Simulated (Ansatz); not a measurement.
The starting structures come from a database of crystals and need not be the phases stable at ambient conditions.

Crystal: BeTe (F-43m, zinc blende, not sure to be the ambient phase, 2 atoms a cell, 22.7 Å³ an atom); planes in its conventional cell.

Calculation: r2SCAN (plane waves, PAW; Ansatz, an electronic-structure program).

No gap correction and no spin-orbit coupling; mid-gap values are interpolated between computed energies.

```json
[
 {"plane": "(111)", "area of the cell (Å²)": "13.9", "mid-gap κ (1/Å)": "0.16", "largest κ in the gap (1/Å)": "0.18"},
 {"plane": "(001)", "area of the cell (Å²)": "16.0", "mid-gap κ (1/Å)": "…", "largest κ in the gap (1/Å)": "…"},
 {"plane": "(110)", "area of the cell (Å²)": "22.7", "mid-gap κ (1/Å)": "…", "largest κ in the gap (1/Å)": "0.18"}
]
```

Task: The slowest decay depends on the direction. Supply the withheld values.

Result: 
- (001), mid-gap κ (1/Å): 0.21
- (001), largest κ in the gap (1/Å): 0.23
- (110), mid-gap κ (1/Å): 0.17
